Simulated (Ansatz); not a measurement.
**Hf: strain tensor (xx, yy, zz, yz, xz, xy) = (−0.82, +1.26, −1.63, +0.08, −0.74, −1.68) %**

Take Hf in the hcp (Mg type) structure (space group P6_3/mmc, No. 194; a = 3.159 Å, c = 5.000 Å) as the base. Axes: x lies along a and z along c of the hexagonal cell.

Now apply this change: strain tensor (xx, yy, zz, yz, xz, xy) = (−0.82, +1.26, −1.63, +0.08, −0.74, −1.68) %, atoms relaxed at fixed cell.

The values are results of PBEsol/PAW in Ansatz (a first-principles code), no SOC, not measurements. k-mesh 17×17×9 (Γ-centred); smearing 0.05 eV (Fermi–Dirac).

- Volume per atom = 21.34 Å³ (base 21.61 Å³)
- Space group = P-1 (No. 2) (base P6_3/mmc (No. 194))
- Shortest interatomic distance = 3.041 Å (base 3.095 Å)
- Energy relative to the base (free energy F) = +9.2 meV/atom
- Pressure (mean of the normal stresses, compression positive) = 1.5 GPa (base 0.0 GPa)
- Band gap = zero (base zero)
- Largest internal atomic displacement = 0.025 Å
- Stress (xx, yy, zz, yz, xz, xy; compression positive) = (1.8, -0.2, 3.0, 0.0, 0.8, 1.6) GPa (rough)

Cost of the whole job for the changed cell (relaxation, final SCF and bands): very roughly 6 core-minutes.

Without a gap, meshes like the base's 17×17×9 leave anisotropic stresses uncertain by several tenths of a GPa, and small strain energies with them. Stability against distortions was not tested. All final runs are without spin polarisation.
